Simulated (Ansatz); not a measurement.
System: MgB3N3 (model structure, within 0.1 Å of P6₃22, No. 182, 14 atoms in the cell). Method: PBEsol (PAW; Ansatz, a first-principles code).

Run with plane-wave cutoff 520 eV, 14×14×4 k mesh (along the axes of the cell as run), Fermi–Dirac smearing 0.05 eV, scalar-relativistic PAW data made under PBE.

Cell (relaxed with PBEsol):

```yaml
crystal:
  lattice:
    - [3.74778, -2.16378, 0.00649]
    - [3.74778, 2.16378, 0.00649]
    - [0.01234, 0.00000, 14.23593]
  atoms:
    - { symbol: B, position: [0.00125, 0.99875, 0.00000] }
    - { symbol: N, position: [0.33456, 0.66544, 0.00000] }
    - { symbol: N, position: [0.00111, 0.99889, 0.50000] }
    - { symbol: B, position: [0.33443, 0.66557, 0.50000] }
    - { symbol: B, position: [0.66793, 0.66538, 0.99999] }
    - { symbol: N, position: [0.00131, 0.33207, 0.00000] }
    - { symbol: N, position: [0.66774, 0.66564, 0.50000] }
    - { symbol: B, position: [0.00105, 0.33226, 0.50000] }
    - { symbol: B, position: [0.33462, 0.33207, 0.00001] }
    - { symbol: N, position: [0.66793, 0.99869, 0.00000] }
    - { symbol: N, position: [0.33436, 0.33226, 0.50000] }
    - { symbol: B, position: [0.66774, 0.99895, 0.50000] }
    - { symbol: Mg, position: [0.33457, 0.99860, 0.24977] }
    - { symbol: Mg, position: [0.00140, 0.66543, 0.75023] }
```

Problem. Estimate the band gap and direct gap at Γ that the calculation returns.

Solution. 
band gap: 0.54 eV (on the SCF k mesh)
direct gap at Γ: 3.01 eV

Note: the cell has widely spaced layers and the level no dispersion term, so their spacing and the moduli can rest on weak binding.

A model structure was made by putting elements into a prototype or built by hand; it is no filed structure, need not be a known phase, and can be a saddle point held by its symmetry.
